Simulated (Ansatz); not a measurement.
Take SiO2 in the rutile structure (space group P4_2/mnm, No. 136; a = 4.185 Å, c = 2.669 Å) as the base. Axes: x, y, z lie along a, b, c of the conventional cell.

All numbers come from r2SCAN (Ansatz, an electronic-structure program), without spin-orbit coupling.

For the base:

```
Item                                           Value
-----------------------------  ---------------------
Shortest interatomic distance                1.760 Å
Valence-band top at Γ          0.00, -0.88, -0.88 eV
Band gap                                     6.51 eV
```

Modification: uniaxial strain ε_yy = −4.90 %, all other strain components held at zero, atoms relaxed at fixed cell.

What happens to the shortest interatomic distance, valence-band top at Γ and band gap?

The shortest interatomic distance falls by 0.010 Å to 1.750 Å; the valence-band top at Γ (three highest levels, from the VBM) changes from 0.00, -0.88, -0.88 eV to 0.00, -0.58, -0.95 eV; the band gap goes up by 0.84 eV (6.51 eV → 7.35 eV).

No phonon test of stability was made.
